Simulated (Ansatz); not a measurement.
TiC, response to strain

Base system: TiC in the rock salt structure (space group Fm-3m, No. 225; a = 4.328 Å; relaxed with 0.1 eV smearing). Axes: x, y, z lie along the cube axes.

Strains are applied to the cell and any free atomic positions relax.

Level of theory: Ansatz (an electronic-structure program) r2SCAN, no spin-orbit coupling.

Notes on the quantities. pressure: mean of the normal stresses, compression positive; energy relative to the base: free energy F.

| change | pressure | energy relative to the base |
|---|---|---|
| base | 0.0 GPa | 0 meV/atom |
| tensor shear ε_xy = +1.14 % | 0.0 GPa | … |
| tensor shear ε_xy = +1.43 % | 0.1 GPa | … |
| tensor shear ε_xy = +0.86 % | 0.0 GPa | … |
| tensor shear ε_xy = +2.00 % | 0.1 GPa | +9.5 meV/atom |
| tensor shear ε_xy = +1.71 % | 0.1 GPa | +7.0 meV/atom |
| tensor shear ε_xy = +0.57 % | 0.0 GPa | … |
| tensor shear ε_xy = +0.29 % | 0.0 GPa | +0.2 meV/atom |

Problem. Complete the table.

Solution. 
- tensor shear ε_xy = +1.14 %, energy relative to the base: +3.1 meV/atom
- tensor shear ε_xy = +1.43 %, energy relative to the base: +4.9 meV/atom
- tensor shear ε_xy = +0.86 %, energy relative to the base: +1.8 meV/atom
- tensor shear ε_xy = +0.57 %, energy relative to the base: +0.8 meV/atom

Whether these cells are dynamically stable was not tested. All final runs are without spin polarisation.
